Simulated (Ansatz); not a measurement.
Quick settings and what they miss: Lu (P6_3/mmc, 2 atoms in the cell)

Self-consistent single point.

```
CELL_PARAMETERS angstrom
      3.50996     0.00000     0.00000
     -1.75498     3.03971     0.00000
      0.00000     0.00000     5.43355
ATOMIC_POSITIONS crystal
  Lu 0.33333 0.66667 0.25000
  Lu 0.66667 0.33333 0.75000
```

Method: PBE, PAW files (plane waves; Ansatz, an electronic-structure program).

Base settings: basis.ecutwfc = 420 eV; kpoints.mp_grid.grid = 7 7 4; hamiltonian.xc = pbe; hamiltonian.pseudopotentials = {kind: paw} (the program's default PAW files); scf.occupations.method = methfessel_paxton; scf.occupations.width = 0.2 eV.

Tight run (finer mesh or higher cutoff; not a proven limit): basis.ecutwfc: 420 eV → 590 eV; kpoints.mp_grid.grid: 7 7 4 → 10 10 6; scf.convergence.dr2_threshold: default (1e-07 eV) → 1e-09 eV. It gave Fermi level (on the code's own zero) 13.75 eV; pressure 0.05 GPa.

Quick runs, as changes from the base:
- A: the base itself
- B: basis.ecutwfc: 420 eV → 250 eV; kpoints.mp_grid.grid: 7 7 4 → 1 1 1; scf.occupations.method: methfessel_paxton → cold; width narrowed by the program to 0.1560 eV
- C: basis.ecutwfc: 420 eV → 250 eV; kpoints.mp_grid.grid: 7 7 4 → 3 3 3; scf.occupations.method: methfessel_paxton → cold; scf.occupations.width: 0.2 eV → 0.5 eV; scf.convergence.dr2_threshold: default (1e-07 eV) → 0.001 eV

The count of work is k-points × plane waves × bands × iterations; it is no time. 

Pressures in the table are Ansatz's without its Pulay estimate, at a fixed set of plane waves; the tight run's value above holds the estimate.

The starting cell comes from a database of computed structures (which also holds hypothetical and non-ambient phases and stackings), without a prior relaxation at this level. Its lattice was rescaled by a random factor within 2.5 % of one.

```
run  energy less tight (meV/atom)  pressure less tight (GPa)  count of work / tight
---  ----------------------------  -------------------------  ---------------------
A                            -4.8                      -0.10                   0.23
B                         -1531.6                     -13.90                 0.0051
C                           712.6                     -35.25                  0.015
```

Among the runs at the tight run's level, the energy misses run from 4.8 to 1531.6 meV/atom.

Left out of this page: 2 runs of the series unsound by tests on forces, stress, charge or solver warnings; 1 run of the series with a known weakness of the program.

Keys are those of Ansatz 0.2.
